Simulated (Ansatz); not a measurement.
**BAs (space group P6_422, No. 181; a hypothetical phase, not in the database extracts checked)**

Space group P6₄22 (No. 181); a = 3.4290 Å, b = 3.4290 Å, c = 7.4031 Å, α = 90.00°, β = 90.00°, γ = 120.00°

```tsv
atom	site	symmetry	x	y	z
B	3c	222	0.5000	0.0000	0.0000
As	3d	222	0.5000	0.0000	0.5000
```

Method: PBEsol/PAW in Ansatz (a first-principles code), no SOC. Γ-centred 11×11×5 mesh, Fermi–Dirac width 0.05 eV.

- Volume per atom = 12.56 Å³
- Density = 5.67 g/cm³
- Band gap = 0.31 eV, indirect, Γ → M
- Electron mass = 0.19 mₑ along c, 0.32 mₑ across
- Hole mass = 0.20 mₑ along c, 0.41 mₑ across
- Total energy = -2482.471 eV/atom (σ→0; compares only within this code and set-up)

Effective masses come from finite differences of ±0.01 Å⁻¹. Stability against distortions was not tested. The base started in P3_121 and relaxed to P6_422 at this level.
